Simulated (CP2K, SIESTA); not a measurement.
A SIESTA input for a relaxation of cell and atoms of Si (Fd-3m, 2 atoms in the cell) (DFT, GGA PBE, numerical atomic orbitals TZP, PseudoDojo PBE standard norm-conserving potentials (rewritten from UPF to PSML)):

```
# files in the folder: Si.psml (PseudoDojo PBE standard)
SystemName  Si
SystemLabel Si

NumberOfAtoms                2
NumberOfSpecies              1
%block ChemicalSpeciesLabel
  1 14 Si
%endblock ChemicalSpeciesLabel
LatticeConstant              1.0 Bohr
%block LatticeVectors
     0.000000000    5.131551291    5.131551291
     5.131551291    0.000000000    5.131551291
     5.131551291    5.131551291    0.000000000
%endblock LatticeVectors
AtomicCoordinatesFormat      ScaledCartesian
%block AtomicCoordinatesAndAtomicSpecies
     0.000000000    0.000000000    0.000000000  1
     2.565775646    2.565775646    2.565775646  1
%endblock AtomicCoordinatesAndAtomicSpecies

XC.functional                GGA
XC.authors                   PBE
PAO.BasisSize                TZP
PAO.EnergyShift              0.01 Ry
MeshCutoff                   350 Ry
%block kgrid.MonkhorstPack
    7   0   0  0.0
    0   7   0  0.0
    0   0   7  0.0
%endblock kgrid.MonkhorstPack
OccupationFunction           FD
ElectronicTemperature        116.05 K

MaxSCFIterations             150
SCF.Mixer.Method             Pulay
SCF.Mixer.Weight             0.2
SCF.Mixer.History            6
SCF.DM.Tolerance             1.0E-05
Diag.ParallelOverK           true
MD.TypeOfRun                 FIRE
MD.Steps                     40
MD.MaxForceTol               0.02 eV/Ang
MD.VariableCell              true
MD.MaxStressTol              0.05 GPa
WriteForces                  true
```

Write the same calculation as an input for CP2K.

One input that does it (others would too):

```
&GLOBAL
  PROJECT run
  RUN_TYPE CELL_OPT
  PRINT_LEVEL MEDIUM
&END GLOBAL
&FORCE_EVAL
  METHOD Quickstep
  STRESS_TENSOR ANALYTICAL
  &DFT
    BASIS_SET_FILE_NAME BASIS_MOLOPT
    POTENTIAL_FILE_NAME GTH_POTENTIALS
    &QS
      METHOD GPW
      EPS_DEFAULT 1E-10
      EXTRAPOLATION USE_GUESS
    &END QS
    &MGRID
      CUTOFF 400
      REL_CUTOFF 50
      NGRIDS 5
    &END MGRID
    &SCF
      SCF_GUESS ATOMIC
      EPS_SCF 1E-7
      MAX_SCF 100
      ADDED_MOS 4
      &DIAGONALIZATION
        ALGORITHM STANDARD
      &END DIAGONALIZATION
      &MIXING
        METHOD BROYDEN_MIXING
        ALPHA 0.2
        NBUFFER 8
        BETA 1
      &END MIXING
      &SMEAR ON
        METHOD FERMI_DIRAC
        ELECTRONIC_TEMPERATURE [K] 116.05
      &END SMEAR
    &END SCF
    &KPOINTS
      SCHEME MONKHORST-PACK 7 7 7
    &END KPOINTS
    &XC
      &XC_FUNCTIONAL PBE
      &END XC_FUNCTIONAL
    &END XC
    &PRINT
      &MO
        EIGENVALUES T
        OCCUPATION_NUMBERS T
        NDIGITS 8
        FILENAME mo
        &EACH
          QS_SCF 0
        &END EACH
        ADD_LAST NUMERIC
      &END MO
      &MULLIKEN ON
      &END MULLIKEN
    &END PRINT
  &END DFT
  &SUBSYS
    &CELL
      A 3.84029700 0.00000000 0.00000000
      B 1.92014800 3.32579500 0.00000000
      C 1.92014800 1.10859800 3.13558900
      PERIODIC XYZ
    &END CELL
    &COORD
      SCALED
      Si       0.00000000     0.00000000     0.00000000
      Si       0.25000000     0.25000000     0.25000000
    &END COORD
    &KIND Si
      BASIS_SET DZVP-MOLOPT-SR-GTH-q4
      POTENTIAL GTH-PBE-q4
    &END KIND
  &END SUBSYS
  &PRINT
    &FORCES ON
    &END FORCES
    &STRESS_TENSOR ON
    &END STRESS_TENSOR
  &END PRINT
&END FORCE_EVAL
&MOTION
  &CELL_OPT
    OPTIMIZER BFGS
    MAX_ITER 60
    MAX_FORCE 4E-4
    RMS_FORCE 3E-4
    EXTERNAL_PRESSURE [GPa] 0
    PRESSURE_TOLERANCE [bar] 200
  &END CELL_OPT
  &PRINT
    &CELL ON
    &END CELL
    &RESTART OFF
    &END RESTART
    &RESTART_HISTORY OFF
    &END RESTART_HISTORY
  &END PRINT
&END MOTION
```

Basis, cutoffs, solver keys and any potentials are the target program's own. This input uses DFT PBE, GPW, DZVP-MOLOPT-SR-GTH basis, GTH-PBE potentials (GTH_POTENTIALS).

The starting cell has typed, rounded lattice constants, without a prior relaxation at this level.
